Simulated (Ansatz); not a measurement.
The reference is W in the diamond structure (space group Fd-3m, No. 227; a = 5.755 Å; a hypothetical phase, not in the database extracts checked).

One thing is altered: a hydrostatic pressure of 5 GPa.

Levels (all Ansatz, a program for electronic structure, PAW): PBEsol (420 eV, spin-orbit coupling left out); PBEsol+SOC (420 eV, noncollinear with spin-orbit coupling).

The geometry is relaxed with PBEsol.

| Quantity | Result |
|---|---|
| PBEsol pressure | 5.0 GPa |

Q: Predict the pressure from PBEsol+SOC.

A: The pressure grows by 0.4 GPa to 5.4 GPa.

Single points use the geometry relaxed with PBEsol. Differences between runs with and without spin-orbit coupling are approximate. Load acts through the strain it causes; cell and atoms are relaxed under it. Whether these cells are dynamically stable was not tested. Competing high-pressure phases were not computed. The runs without spin-orbit coupling are not spin-polarised.
